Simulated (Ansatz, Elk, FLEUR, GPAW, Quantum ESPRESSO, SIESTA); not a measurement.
## IrOs (P-6m2, 2 atoms in the cell) computed with different codes at matched settings

Self-consistent single point, at a second geometry (lattice scaled by 0.98). First geometry:

```xyz
2
Lattice="2.8081 0.0000 0.0000 -1.4040 2.4319 0.0000 0.0000 0.0000 4.4634" Properties=species:S:1:pos:R:3 pbc="T T T"
Os     0.0000     1.6213     0.0000
Ir     1.4040     0.8106     2.2317
```

Shared settings, as Ansatz (a first-principles code) writes them: kpoints.mp_grid.grid = 13 13 8; scf.occupations.method = fermi_dirac; scf.occupations.width = 0.1 eV. Potentials and cutoffs stand in the table.

```tsv
code	model	ΔF from the first geometry (meV/atom)	pressure (GPa)	cutoff
GPAW	PBEsol, GPAW PAW datasets PBEsol (made by gpaw-setup)	-117.8	-11.58	550 eV
Ansatz	PBEsol, PAW files made with PBE	-110.2	-9.87	420 eV
FLEUR	PBEsol, all-electron FLAPW (FLEUR), scalar-relativistic valence	-105.0	–	Kmax 4.1 1/bohr
Elk	PBEsol, all-electron FP-LAPW, Elk's shipped species files, APW+lo basis with extra local orbitals	-120.1	–	rgkmax 7.5
SIESTA	GGA PBEsol, numerical atomic orbitals DZP, PseudoDojo PBEsol standard norm-conserving potentials (rewritten from UPF to PSML)	-121.8	-12.44	grid 400 Ry
Quantum ESPRESSO	PBEsol, GBRV 1.5 ultrasoft (PBESOL) pseudopotentials	-110.1	-10.39	40 Ry
```

For Quantum ESPRESSO (by 0.5 GPa) the energy change implies a higher mean pressure, against the two pressures, than for the other programs: a sign of finite-basis (Pulay) stress.

A dash marks a value that a program does not give, or that is left out as unsure.

On Ansatz's run: spin-orbit coupling is off. Spin polarisation is off.

The spread over the programs that give each value: ΔF from the first geometry within 16.8 meV/atom; pressure within 2.57 GPa.

SIESTA uses small atom-centred bases, whose incompleteness enters pressures, forces and empty levels differently from a plane-wave cutoff. FLEUR and Elk treat all electrons, but the usual bases taken here (sphere radii, linearisation, local orbitals, empty states) were not tested for convergence, so the values are no reference for the others. Ansatz's pressure is given at a fixed set of plane waves, as the other plane-wave codes print theirs; with its correction for the finite basis it is -9.78 GPa. In the pressure, GPAW (by 1.18) and SIESTA (by 2.05) lie more than 1 GPa from the median of the plane-wave programs.

The starting cell comes from a database of computed structures (which also holds hypothetical and non-ambient phases and stackings), without a prior relaxation at this level. Its lattice was rescaled by a random factor within 2.5 % of one. For this run, on top of that: lattice scaled by 0.98.

Left out of this page: ABINIT (with a known weakness of the program).

Keys are those of Ansatz 0.2.
